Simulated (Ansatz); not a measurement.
An Ansatz (a quantum-chemistry and plane-wave program) run: La2O3 with a change (biaxial strain +0.13 %, plane normal [001], relaxed out of plane); Ansatz, PBEsol, PAW, cutoff 420 eV, without spin-orbit coupling, earlier PAW set.

Input:

Ansatz 0.2 input:
```yaml
crystal:
  lattice:
    - [3.9115340578, 0, 0]
    - [1.9557670289, 3.3874878618, 0]
    - [0, 0, 6.0354896618]
  atoms:
    - { symbol: La, position: [0.3333333333, 0.3333333333, 0.2453358313] }
    - { symbol: La, position: [0.6666666667, 0.6666666667, 0.7546641687] }
    - { symbol: O, position: [0, 0, 0] }
    - { symbol: O, position: [0.3333333333, 0.3333333333, 0.646081173] }
    - { symbol: O, position: [0.6666666667, 0.6666666667, 0.353918827] }
basis: { ecutwfc: 420, ecutrho_ratio: 4, xc_grid: 2, fft_grid_basis: typed }
kpoints: { mp_grid: { grid: [10, 10, 6] } }
hamiltonian:
  xc: pbesol
  dispersion: none
  pseudopotentials: { azcp: { folder: ./paw }, kind: paw }
scf: { occupations: { method: fermi_dirac, width: 0.05 } }
relax: { f_tol: 0.005, max_steps: 50, cell: { stress_tol: 0.01, fix: [a, b, gamma] } }
output: { forces: true, stress: true }
checkpoint: { write: state.ck, write_every: 1000 }
```

Output (explanatory and most iteration lines left out):

```
Relaxation: its limit of steps is 50 (relax.max_steps)
Pseudopotential: La, paw, valence charge 11
Pseudopotential: O, paw, valence charge 6
Crystal: 5 atoms, lattice volume = 79.972 Å³
Basis set: ecut = 420 eV, 1545 PW (Γ), exchange–correlation on 54×54×90 points (8 copies of the dense FFT grid, shifted against one another)
Bands: 25, of which v1, the nominal top of the filled ones, is band 20 counted from 1 (19 counted from 0)
Symmetry: 12 space group operations
Space group: P-3m1 (ITA 164), of the structure as read, at distance tolerance 4.3e-5 Å
k-points: 72 of 600
Functional: x = pbesol(κ = 0.804, μ = 0.12345679012345678), c = pbesol(β = 0.046)
SCF iter   1: F=—  HF=-14015.752184 eV  |F-HF|=—  |Δ(HF+E_count)|=         —  Δρ=7.27e-2  dr2=3.82e0  ethr=3.10e-3  ⟨swp⟩=5.0  Hψ=7943  notcnv=0
SCF iter   2: F=—  HF=-14015.246057 eV  |F-HF|=—  |Δ(HF+E_count)|=   5.06e-1  Δρ=3.37e-2  dr2=1.09e0  ethr=3.10e-3  ⟨swp⟩=5.5  Hψ=4856  notcnv=0  defer=73
SCF 1 converged in 10 iterations: F = -14015.124990 eV  dr2 = 2.94e-9
relax step   1: F+E_penalty+E_count = -14015.12498957 eV  Δ(F+E_penalty+E_count) = +0.000e0 eV  max|allowed force component| = 1.052e-2 eV/Å  Δτ_max = 0.0000 Å  P = -0.314 GPa  Ω = 79.972 Å³  fix = [a, b, gamma]  reactions: a -0.403, b -0.403 GPa  (10 SCF iters, dr2 threshold 1.00e-7 eV, accepted)
[... steps on the carried basis left out ...]
relax step   4: F+E_penalty+E_count = -14015.12515332 eV  Δ(F+E_penalty+E_count) = -2.838e-6 eV  max|allowed force component| = 1.112e-3 eV/Å  Δτ_max = 0.0001 Å  P = -0.207 GPa  Ω = 79.901 Å³  energy of the carried Pulay correction = +1.266e-4 eV  fix = [a, b, gamma]  reactions: a -0.308, b -0.308 GPa  (5 SCF iters, dr2 threshold 5.22e-10 eV, accepted)
Crystal: 5 atoms, lattice volume = 79.901 Å³
SCF iter   1: F=—  HF=-14015.124987 eV  |F-HF|=—  |Δ(HF+E_count)|=         —  Δρ=7.23e-6  dr2=6.27e-9  ethr=2.22e-8  ⟨swp⟩=5.1  Hψ=14573  notcnv=0
SCF iter   2: F=—  HF=-14015.125003 eV  |F-HF|=—  |Δ(HF+E_count)|=   1.66e-5  Δρ=3.49e-6  dr2=1.76e-9  ethr=1.57e-11  ⟨swp⟩=2.9  Hψ=3940  notcnv=0
SCF 5 converged in 6 iterations: F = -14015.125003 eV  dr2 = 1.03e-12
SCF converged after 6 iterations
Free energy (F): -14015.125003 eV
Internal energy: -14015.125003 eV  (E = F + TS)
E sigma→0 (E₀):  -14015.125003 eV
Fermi energy:    11.721399 eV
--- Forces (eV/Å), atoms counted from 1 ---
  atom   1  La     0.00000000    -0.00000000    -0.00062826
  atom   2  La    -0.00000000     0.00000000     0.00062826
  atom   3  O      0.00000000     0.00000000     0.00000000
  atom   4  O     -0.00000000     0.00000000    -0.00110324
  atom   5  O      0.00000000    -0.00000000     0.00110324
--- Stress (GPa, compression-positive) ---
       -0.310360       0.000000       0.000000
        0.000000      -0.310360      -0.000000
        0.000000      -0.000000      -0.009622
  P = ⅓ Tr σ = -0.2101 GPa (-2.101 kbar)
--- Relaxed structure (4 steps of the walk, 3 accepted, 1 SCFs on fresh bases) ---
  cell:  # Å, volume = 79.9013 Å³
    - [3.91153405778682, -2.674154972923258e-97, -1.7485382761623815e-34]
    - [1.95576702889341, 3.3874878618114144, -1.1071195531845132e-19]
    - [-2.6979912569164197e-34, -1.9725557375277627e-19, 6.030159501029302]
  atoms:
    - { symbol: La, position: [0.33333333333333326, 0.3333333333333333, 0.2453060550091982] }
    - { symbol: La, position: [0.6666666666666665, 0.6666666666666666, 0.7546939449908016] }
    - { symbol: O, position: [-6.088139843582643e-35, 1.217627968716529e-34, 2.897817305224548e-70] }
    - { symbol: O, position: [0.33333333333333326, 0.3333333333333333, 0.6462938751940243] }
    - { symbol: O, position: [0.6666666666666665, 0.6666666666666666, 0.35370612480597563] }
```

No phonon test of stability was made. The cell was made from La$_{2}$O$_{3}$ (space group P-3m1, No. 164) by this change: biaxial strain +0.13 %, plane normal [001], relaxed out of plane.
